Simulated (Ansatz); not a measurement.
# A computed series for LiBr: element substitutions

Take LiBr in the wurtzite structure (space group P6_3mc, No. 186; a = 4.136 Å, c = 6.615 Å; a model cell, its experimental status unchecked) as the base.

Each row replaces one element on all its sites; cell and atoms are relaxed.

Method: plane-wave PAW DFT at the PBEsol level (Ansatz, an electronic-structure program, 420 eV), no spin-orbit coupling.

Task: Only one of these changes the space group of the base. Which?
A) Li → Cs
B) Li → H
C) Br → F

Result: A, Li → Cs. Computed: Br → F: P6_3mc (No. 186); Li → Cs: P6_3/mmc (No. 194); Li → H: P6_3mc (No. 186)

Whether these cells are dynamically stable was not tested. As relaxed here, CsBr and HBr are hypothetical phases, not in the database extracts checked. For LiF in this form, whether it has been made was not checked. This is not the structure that LiF has at room temperature and ambient pressure. This is not the structure that LiBr has at room temperature and ambient pressure.
